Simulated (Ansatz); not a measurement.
Take CdSe in the wurtzite structure (space group P6_3mc, No. 186; a = 4.383 Å, c = 7.154 Å) as the base. Axes: x lies along a and z along c of the hexagonal cell.

Level of theory: PBE/PAW in Ansatz (a first-principles code), without spin-orbit coupling.

The change: every lattice vector is stretched by 2.78 %, atoms relaxed at fixed cell.

Q: Predict the stress tensor and what it implies for the stiffness.

A: Stress of the strained cell less that of the base (GPa, compression positive):
```
  -3.02    0.00    0.00
   0.00   -3.02    0.00
   0.00    0.00   -3.04
```

Then B = −ΔP/(ΔV/V₀) with ΔV/V₀ = 0.0857 gives secant stiffness values (nonlinear terms included at this strain): B (at held cell shape, above the free-shape value) ≈ 35 GPa.

As a check, the harmonic strain energy −½ V₀ Δσ:ε is 23 meV/atom; the computed energy rise is 26 meV/atom.

Stability against distortions was not tested.
